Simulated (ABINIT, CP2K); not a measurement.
A CP2K input for a self-consistent single point of K₂Se (Fm-3m, 3 atoms in the cell) (DFT LDA (Pade form), GPW, DZVP-MOLOPT-SR-GTH basis, GTH-PADE potentials (GTH_POTENTIALS)):

```
&GLOBAL
  PROJECT run
  RUN_TYPE ENERGY_FORCE
  PRINT_LEVEL LOW
&END GLOBAL
&FORCE_EVAL
  METHOD Quickstep
  STRESS_TENSOR ANALYTICAL
  &DFT
    BASIS_SET_FILE_NAME BASIS_MOLOPT
    POTENTIAL_FILE_NAME GTH_POTENTIALS
    &QS
      METHOD GPW
      EPS_DEFAULT 1E-10
    &END QS
    &MGRID
      CUTOFF 500
      REL_CUTOFF 60
      NGRIDS 5
    &END MGRID
    &SCF
      SCF_GUESS ATOMIC
      EPS_SCF 1E-6
      MAX_SCF 100
      ADDED_MOS 5
      &DIAGONALIZATION
        ALGORITHM STANDARD
      &END DIAGONALIZATION
      &MIXING
        METHOD BROYDEN_MIXING
        ALPHA 0.3
        NBUFFER 12
        BETA 1.5
      &END MIXING
    &END SCF
    &KPOINTS
      SCHEME MACDONALD 8 8 8 0.0625 0.0625 0.0625
    &END KPOINTS
    &XC
      &XC_FUNCTIONAL PADE
      &END XC_FUNCTIONAL
    &END XC
    &PRINT
      &MO
        EIGENVALUES T
        OCCUPATION_NUMBERS T
        NDIGITS 8
        FILENAME mo
        &EACH
          QS_SCF 0
        &END EACH
        ADD_LAST NUMERIC
      &END MO
      &MULLIKEN OFF
      &END MULLIKEN
    &END PRINT
  &END DFT
  &SUBSYS
    &CELL
      ABC 5.31636300 5.31636239 5.31636263
      ALPHA_BETA_GAMMA 59.99999953 60.00000394 60.00000244
      PERIODIC XYZ
    &END CELL
    &COORD
      K        2.65818125     1.53470175     1.08519800
      K        7.97454375     4.60410525     3.25559400
      Se       0.00000000     0.00000000     0.00000000
    &END COORD
    &KIND K
      BASIS_SET DZVP-MOLOPT-SR-GTH-q9
      POTENTIAL GTH-PADE-q9
    &END KIND
    &KIND Se
      BASIS_SET DZVP-MOLOPT-SR-GTH-q6
      POTENTIAL GTH-PADE-q6
    &END KIND
  &END SUBSYS
  &PRINT
    &FORCES ON
    &END FORCES
    &STRESS_TENSOR ON
    &END STRESS_TENSOR
  &END PRINT
&END FORCE_EVAL
```

**Question.** Give the ABINIT input for the same structure, mesh, smearing and functional.

**Answer.** This is the input that was run; spellings and numerical settings could be chosen otherwise.

```
# K2Se, PseudoDojo nc-sr-04 LDA standard
pp_dirpath "./"
pseudos "K.upf, Se.upf"
acell 3*1.0 Angstrom
rprim
         0.0000000000    3.7592360000    3.7592360000
         3.7592360000    0.0000000000    3.7592360000
         3.7592360000    3.7592360000    0.0000000000
natom 3
ntypat 2
znucl 19 34
typat 1 1 2
xcart
         1.8796180000    1.8796180000    1.8796180000
         5.6388540000    5.6388540000    5.6388540000
         0.0000000000    0.0000000000    0.0000000000
      Angstrom
ecut 43
ixc 7
occopt 1
nband 21
kptopt 1
ngkpt 8 8 8
nshiftk 1
shiftk 0 0 0
nstep 60
toldfe 1.0e-09
diemac 6
prtwf 0
prtden 0
```

Basis settings and potentials, where a program has them, do not carry over. This input uses DFT, LDA (PW92), plane waves, norm-conserving pseudopotentials (PseudoDojo nc-sr-04 LDA standard). LDA parametrisations can differ slightly between programs. Both were run: pressure -0.34 GPa in CP2K and -0.51 in ABINIT; gap on the mesh 2.114 eV in CP2K and 2.020 in ABINIT.

On CP2K: the starting cell comes from a database of computed structures (which also holds hypothetical and non-ambient phases and stackings), without a prior relaxation at this level. For this run, on top of that: lattice scaled by 0.98. Values carry the incompleteness of an atom-centred basis.

On ABINIT: the starting cell comes from a database of computed structures (which also holds hypothetical and non-ambient phases and stackings), without a prior relaxation at this level. For this run, on top of that: lattice scaled by 0.98.
